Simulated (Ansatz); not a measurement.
Ba2TaBiO6: pressure series

Base system: Ba2TaBiO6 (space group C2/m, No. 12; a = 10.3873 Å, b = 6.0086 Å, c = 6.0860 Å, α = γ = 90.00°, β = 125.20°; a cell from a computed database, its experimental status unchecked).

Cell and atoms are relaxed at each pressure.

Calculations: Ansatz (a program for electronic structure) PBEsol, without spin-orbit coupling.

Notes on the quantities. enthalpy: H = E + PV relative to the base's energy.

```
variant           smallest direct gap       enthalpy  width of the top valence band  shortest interatomic distance
----------------  -------------------  -------------  -----------------------------  -----------------------------
base                          2.44 eV              –                        1.37 eV                        1.994 Å
pressure −2 GPa                   [?]  -0.20 eV/atom                        1.27 eV                        1.999 Å
pressure −1 GPa               2.46 eV  -0.10 eV/atom                            [?]                        1.996 Å
pressure 0.3 GPa              2.43 eV  +0.03 eV/atom                        1.39 eV                        1.993 Å
pressure 0.7 GPa                  [?]  +0.07 eV/atom                        1.41 eV                        1.992 Å
pressure 1.5 GPa              2.39 eV  +0.14 eV/atom                        1.45 eV                        1.989 Å
pressure 3 GPa                2.35 eV  +0.29 eV/atom                        1.52 eV                        1.985 Å
pressure 5 GPa                2.29 eV  +0.48 eV/atom                        1.61 eV                            [?]
pressure 7.5 GPa              2.22 eV  +0.71 eV/atom                        1.71 eV                        1.973 Å
pressure 10 GPa               2.15 eV  +0.94 eV/atom                        1.77 eV                        1.967 Å
```

Fill in the withheld entries from the trend.


- pressure −2 GPa, smallest direct gap: 2.49 eV
- pressure −1 GPa, width of the top valence band: 1.32 eV
- pressure 0.7 GPa, smallest direct gap: 2.42 eV
- pressure 5 GPa, shortest interatomic distance: 1.980 Å

Spin-orbit coupling, missing from the scalar runs, can matter with Bi and Ta. Load acts through the strain it causes; cell and atoms are relaxed under it. Whether these cells are dynamically stable was not tested. Competing high-pressure phases were not computed.
